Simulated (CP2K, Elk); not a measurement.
A CP2K input for a self-consistent single point of Mg₂Sn (Fm-3m, 3 atoms in the cell) (DFT PBEsol, GPW, DZVP-MOLOPT-SR-GTH basis, GTH-PBE potentials (GTH_POTENTIALS)):

```
&GLOBAL
  PROJECT scf
  RUN_TYPE ENERGY_FORCE
  PRINT_LEVEL MEDIUM
&END GLOBAL
&FORCE_EVAL
  METHOD Quickstep
  STRESS_TENSOR ANALYTICAL
  &DFT
    BASIS_SET_FILE_NAME BASIS_MOLOPT
    POTENTIAL_FILE_NAME GTH_POTENTIALS
    &QS
      METHOD GPW
      EPS_DEFAULT 1E-10
    &END QS
    &MGRID
      CUTOFF 1000
      REL_CUTOFF 40
      NGRIDS 5
    &END MGRID
    &SCF
      SCF_GUESS ATOMIC
      EPS_SCF 1E-7
      MAX_SCF 100
      ADDED_MOS 5
      &DIAGONALIZATION
        ALGORITHM STANDARD
      &END DIAGONALIZATION
      &MIXING
        METHOD BROYDEN_MIXING
        ALPHA 0.2
        NBUFFER 12
        BETA 1
      &END MIXING
      &SMEAR ON
        METHOD FERMI_DIRAC
        ELECTRONIC_TEMPERATURE [K] 232.09
      &END SMEAR
    &END SCF
    &KPOINTS
      SCHEME MONKHORST-PACK 9 9 9
    &END KPOINTS
    &XC
      &XC_FUNCTIONAL
        &PBE
          PARAMETRIZATION PBESOL
        &END PBE
      &END XC_FUNCTIONAL
    &END XC
    &PRINT
      &MO
        EIGENVALUES T
        OCCUPATION_NUMBERS T
        NDIGITS 8
        FILENAME mo
        &EACH
          QS_SCF 0
        &END EACH
        ADD_LAST NUMERIC
      &END MO
      &MULLIKEN ON
      &END MULLIKEN
    &END PRINT
  &END DFT
  &SUBSYS
    &CELL
      A 4.78099800 0.00000000 0.00000000
      B 2.39049900 4.14046600 0.00000000
      C 2.39049900 1.38015500 3.90366800
      PERIODIC XYZ
    &END CELL
    &COORD
      Mg       2.39049900     1.38015525     0.97591700
      Mg       7.17149700     4.14046575     2.92775100
      Sn       0.00000000     0.00000000     0.00000000
    &END COORD
    &KIND Mg
      BASIS_SET DZVP-MOLOPT-SR-GTH
      POTENTIAL GTH-PBE-q10
    &END KIND
    &KIND Sn
      BASIS_SET DZVP-MOLOPT-SR-GTH
      POTENTIAL GTH-PBE-q4
    &END KIND
  &END SUBSYS
  &PRINT
    &FORCES ON
    &END FORCES
    &STRESS_TENSOR ON
    &END STRESS_TENSOR
  &END PRINT
&END FORCE_EVAL
```

Task: Give the Elk input for the same structure, mesh, smearing and functional.

Result: This is the input that was run; spellings and numerical settings could be chosen otherwise.

```
tasks
  0

xctype
  22

swidth
  0.000734986

maxscl
  100

scale
  1.889726125

avec
    0.0000000000    3.3806760000    3.3806760000
    3.3806760000    0.0000000000    3.3806760000
    3.3806760000    3.3806760000    0.0000000000

sppath
  './'

atoms
  2
  'Mg.in'
  2
  0.2500000000  0.2500000000  0.2500000000    0.0 0.0 0.0
  0.7500000000  0.7500000000  0.7500000000    0.0 0.0 0.0
  'Sn.in'
  1
  0.0000000000  0.0000000000  0.0000000000    0.0 0.0 0.0

ngridk
  9 9 9
```

Basis, cutoffs, solver keys and any potentials are the target program's own. This input uses DFT, PBEsol, all-electron FP-LAPW, Elk's shipped species files, default APW+lo basis.

The starting cell has typed, rounded lattice constants, without a prior relaxation at this level. Its lattice was rescaled by a random factor within 2.5 % of one.
